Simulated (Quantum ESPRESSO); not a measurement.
## Quick settings and what they miss: Sn (Fd-3m, 2 atoms in the cell)

Self-consistent single point.

```xyz
2
Lattice="-3.3500 0.0000 3.3500 0.0000 3.3500 3.3500 -3.3500 3.3500 0.0000" Properties=species:S:1:pos:R:3 pbc="T T T"
Sn     0.0000     0.0000     0.0000
Sn    -1.6750     1.6750     1.6750
```

Method of the run: LDA (PZ), PSlibrary PAW (LDA) pseudopotentials (plane waves; Quantum ESPRESSO 7.5).

Base settings: ecutwfc = 55 Ry; ecutrho = 330 Ry; occupations = smearing; smearing = mp; degauss = 0.0099958 Ry; potentials = {Sn: Sn.pz-dn-kjpaw_psl.1.0.0.UPF}; K_POINTS = automatic 7 7 7 0 0 0; conv_thr = 1e-10 Ry; mixing_beta = 0.4.

Tight run (finer mesh or higher cutoff; not a proven limit): ecutwfc: 55 Ry → 77 Ry; ecutrho: 330 Ry → 462 Ry; conv_thr: 1e-10 Ry → 7.3e-11 Ry; K_POINTS: automatic 7 7 7 0 0 0 → automatic 10 10 10 0 0 0. It gave Fermi level (on the code's own zero) 6.32 eV; pressure -3.61 GPa.

Quick runs, as changes from the base:
- A: the base itself
- B: ecutwfc: 55 Ry → 28 Ry; ecutrho: 330 Ry → 168 Ry; conv_thr: 1e-10 Ry → 7.3e-06 Ry; K_POINTS: automatic 7 7 7 0 0 0 → automatic 4 4 4 0 0 0
- C: ecutwfc: 55 Ry → 28 Ry; ecutrho: 330 Ry → 168 Ry; conv_thr: 1e-10 Ry → 7.3e-06 Ry; K_POINTS: automatic 7 7 7 0 0 0 → automatic 8 8 8 0 0 0
- D: ecutwfc: 55 Ry → 33 Ry; ecutrho: 330 Ry → 198 Ry; smearing: mp → gauss; K_POINTS: automatic 7 7 7 0 0 0 → automatic 1 1 1 0 0 0
- E: ecutwfc: 55 Ry → 28 Ry; ecutrho: 330 Ry → 168 Ry; conv_thr: 1e-10 Ry → 7.3e-06 Ry; K_POINTS: automatic 7 7 7 0 0 0 → automatic 2 2 2 0 0 0
- F: ecutwfc: 55 Ry → 44 Ry; ecutrho: 330 Ry → 264 Ry; smearing: mp → cold; degauss: 0.0099958 Ry → 0.0147 Ry; pseudopotentials: {Sn: Sn.pz-dn-kjpaw_psl.1.0.0.UPF} → {Sn: Sn.pbe-dn-kjpaw_psl.1.0.0.UPF}; K_POINTS: automatic 7 7 7 0 0 0 → automatic 6 6 6 1 1 1; input_dft: default → pbesol [PBEsol]

Energies are extrapolated to zero smearing width, which holds to low order in the width alone (under cold and Methfessel-Paxton smearing the free energy itself is taken).

Dashes: energy of F, another energy zero.

† marks runs with another functional, U, potentials or spin treatment: their distance from the tight run is not a convergence error alone.

The count of work is k-points × plane waves × bands × iterations; it is no time. 

The starting cell comes from a database of computed structures (which also holds hypothetical and non-ambient phases and stackings), without a prior relaxation at this level. Its lattice was rescaled by a random factor within 2.5 % of one. In the base run, with a pressure of about -5 GPa the cell is away from its equilibrium volume at this level.

```csv
run,energy less tight (meV/atom),pressure less tight (GPa),count of work / tight
A,118.3,-1.09,0.16
B,15348.5,-342.05,0.014
C,15387.4,-344.83,0.051
D,10036.6,-52.87,0.0034
E,16985.2,-350.18,0.0052
F†,–,-0.87,0.19
```

Among the runs at the tight run's level, the energy misses run from 118.3 to 16985.2 meV/atom.
